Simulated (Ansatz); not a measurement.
The starting structures come from a database of crystals and need not be the phases stable at ambient conditions.

The decay constant κ of evanescent states in the gap governs leakage through a thin film.

Given:

```
CELL_PARAMETERS angstrom
      5.49339     0.00000     0.00000
      2.74669     8.27625     0.00000
      0.00000     0.00000     5.48711
ATOMIC_POSITIONS crystal
  Bi 0.63429 0.65334 0.97637
  Bi 0.28763 0.34666 0.02363
  Bi 0.13429 0.65334 0.52363
  Bi 0.78763 0.34666 0.47637
  W  0.49367 0.00000 0.50000
  W  0.99367 0.00000 0.00000
  O  0.67206 0.78472 0.58096
  O  0.45678 0.21528 0.41904
  O  0.17206 0.78472 0.91904
  O  0.95678 0.21528 0.08096
  O  0.76081 0.04320 0.75557
  O  0.80401 0.95680 0.24443
  O  0.26081 0.04320 0.74443
  O  0.30401 0.95680 0.25557
  O  0.48983 0.50108 0.23776
  O  0.99091 0.49892 0.76224
  O  0.98983 0.50108 0.26224
  O  0.49091 0.49892 0.73776
```

Space group of this cell: Aea2. The cell is taken as given; by r2SCAN its mean pressure is -0.9 GPa.

Transport runs along the normal of the first two printed cell vectors.

The gap is the functional's own. No spin-orbit coupling. Mid-gap values are interpolated on the energy grid.

Task: Give the band gap and the smallest decay constant κ at mid-gap that r2SCAN (Ansatz, an electronic-structure program) yields.

Result: Gap 2.26 eV on a 6×6×6 mesh; κ = 0.341 1/Å, at (0.167, 0.000) of the in-plane reciprocal vectors. At the zone centre, at the nearest computed energy, the slowest state has κ = 0.35 1/Å.
